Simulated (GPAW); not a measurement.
Worked example: self-consistent single point of TaN (Fm-3m, 2 atoms in the cell) in GPAW.

Method: LDA (Perdew-Wang 92), GPAW PAW datasets LDA (gpaw-data 1.0.1) (plane waves; GPAW).

```
TaN
1.0
    0.00000     2.21132     2.21132
    2.21132     0.00000     2.21132
    2.21132     2.21132     0.00000
Ta N
1 1
Direct
  0.50000   0.50000   0.50000
  0.00000   0.00000   0.00000
```

Reference input (self-consistent single point, DFT PBE, plane waves, GPAW PAW datasets PBE (gpaw-data 1.0.1)): mode = pw; ecut = 900 eV; xc = PBE; kpts = 9 9 9; mesh shift (steps) = 0 0 0; occupations.name = methfessel-paxton; occupations.width = 0.2 eV; occupations.order = 0; nbands = -6; convergence.forces = 0.001 eV/Å; symmetry.symmorphic = false; symmetry.tolerance = 0.0005. This run's input differs from it in these lines:

```diff
@@ -13,3 +13,3 @@
 calc = GPAW(mode=PW(900),
-            xc='PBE',
+            xc='LDA',
             kpts=(9, 9, 9),
```

Its files differ too (potentials: GPAW PAW datasets LDA (gpaw-data 1.0.1)).

Log, with long lists cut:

```
     iter     time        total  log10-change:
                         energy   eigst   dens  force
iter:   1 --:--:--   -23.991214
iter:   2 --:--:--   -23.519553   -0.98  -1.01
iter:   3 --:--:--   -22.400961   -1.19  -1.08
iter:   4 --:--:--   -22.353345   -1.83  -1.46
iter:   5 --:--:--   -22.365980   -2.04  -1.61
iter:   6 --:--:--   -22.360112   -2.72  -2.09
iter:   7 --:--:--   -22.355088   -3.27  -2.37
iter:   8 --:--:--   -22.353083c  -3.48  -2.61
iter:   9 --:--:--   -22.353068c  -4.59  -3.33
iter:  10 --:--:--   -22.353049c  -5.84  -3.48
iter:  11 --:--:--   -22.353051c  -6.89  -4.17c
iter:  12 --:--:--   -22.353052c  -6.90  -4.49c
iter:  13 --:--:--   -22.353052c  -8.21c -4.58c
iter:  14 --:--:--   -22.353051c  -9.22c -4.64c -25.82c
Converged after 14 iterations.

Dipole moment: (-0.000000, 0.000000, -0.000000) |e|*Ang

Energy contributions relative to reference atoms: (reference = -425393.194025)

Kinetic:        +10.805077
Potential:      -11.978819
External:        +0.000000
XC:             -21.033522
Entropy (-ST):   -0.018666
Local:           -0.136455
SIC:             +0.000000
--------------------------
Free energy:    -22.362385
Extrapolated:   -22.353051

Showing only first 2 kpts
 Kpt  Band  Eigenvalues  Occupancy
  0     7     11.12927    2.00000
  0     8     12.81168    2.00000
  0     9     12.81168    2.00000
  0    10     12.81168    2.00000

  1     7     10.55317    2.00000
  1     8     12.26589    2.00000
  1     9     13.98768    2.00000
  1    10     13.98768    2.00000

Fermi level: 14.75765

No gap
No difference between direct/indirect transitions
Energy (eV): -22.353051

Forces in eV/Ang:
  0 Ta    0.00000   -0.00000   -0.00000
  1 N     0.00000   -0.00000   -0.00000

Stress tensor:
     0.114503    -0.000000     0.000000
    -0.000000     0.114503    -0.000000
     0.000000    -0.000000     0.114503
Stress (GPa, Voigt): [18.3454 18.3454 18.3454 -0.      0.     -0.    ]
```

The run converged in 14 iterations. GPAW prints stress with tension positive. 

At such cutoffs GPAW's stress carries a finite-basis (Pulay) error, which enters relaxed cells too; its log prints stress with tension positive.

The starting cell comes from a database of computed structures (which also holds hypothetical and non-ambient phases and stackings), without a prior relaxation at this level. Spin polarisation is off.
